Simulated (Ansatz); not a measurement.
Start from Ti in the hcp (Mg type) structure (space group P6_3/mmc, No. 194; a = 2.937 Å, c = 4.641 Å; relaxed with 0.1 eV smearing). Axes: x lies along a and z along c of the hexagonal cell.

Structures relaxed with plane-wave PAW DFT at the r2SCAN level (Ansatz, a first-principles code, 500 eV), no spin-orbit coupling, earlier PAW set.

Base:

Simulated powder pattern, Cu Kα, λ = 1.54184 Å (kinematic, ideal powder, no thermal factors, no anomalous dispersion; the 10 strongest lines at most, above 2 %, up to 2θ = 90°):

```tsv
2θ (°)	I/Imax (%)	hkl
35.29	25	(100)
38.81	25	(002)
40.44	100	(101)
53.45	14	(102)
63.34	15	(110)
71.36	15	(103)
74.64	2.2	(200)
76.82	16	(112)
77.89	12	(201)
87.47	2.9	(202)
```

It is then changed as follows: strain tensor (xx, yy, zz, yz, xz, xy) = (−0.95, −0.45, +0.19, +0.62, +0.64, +0.56) %; the atoms relax in the strained cell.

Where do the lines fall after the change?


Simulated powder pattern, Cu Kα, λ = 1.54184 Å (kinematic, ideal powder, no thermal factors, no anomalous dispersion; the 10 strongest lines at most, above 2 %, up to 2θ = 90°):

```csv
2θ (°),I/Imax (%),hkl
35.42,31,(100)
35.46,31,(010)
35.77,35,(1 -1 0)
38.74,100,(002)
40.24,68,(101)
40.36,67,(011)
40.77,62,(1 -1 1)
40.79,65,(0 1 -1)
40.84,65,(1 0 -1)
40.94,61,(-1 1 1)
```

The indices refer to the base's conventional cell; one index is shown for lines that coincide. The space group is now P-1 (No. 2).

Whether these cells are dynamically stable was not tested. All final runs are without spin polarisation.
